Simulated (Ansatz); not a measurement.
## GaSb: energy against strain

GaSb (zinc blende, F-43m, 27.664 Å³/atom at rest) under an equal strain ε in the (001) plane with the normal axis free, as in a coherent film. LDA in Ansatz, a plane-wave DFT program (PAW, default set), 420 eV, 13×13×13 Γ-centred mesh, Fermi-Dirac smearing 0.05 eV; ions are relaxed within the symmetry of each cell.

Here s stands for strain and y for E less E0.

```csv
strain (%),E less E0 (meV/atom)
-1.50,3.62
-1.00,1.59
-0.50,0.39
0.00,0.00
0.50,0.38
1.00,1.50
1.50,3.35
3.00,?
```

The 7 complete rows are fitted with a parabola, y against s. Least squares gives y = -0.002 - 0.0714·s + 1.5495·s². Residuals (row less fit): 0.029, -0.029, -0.031, 0.002, 0.030, 0.024, -0.027; standard error 0.035 (degrees of freedom: 4). Twice the quadratic coefficient over the volume, 2 × 1.5495 meV × 10⁴ × 0.1602 / 27.664 Å³, is twice the biaxial elastic modulus of this plane = 179 ± 1.8 GPa.

Task: Predict the withheld y at s = 3.00 from the fit, and compare with the calculation.

Result: y = -0.002 - 0.0714 × 3.0 + 1.5495 × 3.0² = 13.729 meV/atom. The calculation gives 12.92 meV/atom, 0.809 meV/atom below the prediction (6.3 % of the range of y in the table). The row lies outside the fitted rows, so this is an extrapolation. From the scatter of the fitted rows alone, a prediction at this place has a standard error of 0.133 meV/atom, so the miss is 6.1 times that.

One order more, fitted to all 13 runs of the series, follows each within 0.01, so the miss is the next term of a smooth law. This level leaves no gap over 0.05 eV at strain 0.50, where the mesh may be coarse. Rows are the converged runs of the series near zero and its far end; series whose fitted rows scatter by over a few per cent of the range, as at a crossing or softening among them, aren't shown in this form. Most that stay on the fit to the last digits aren't either.
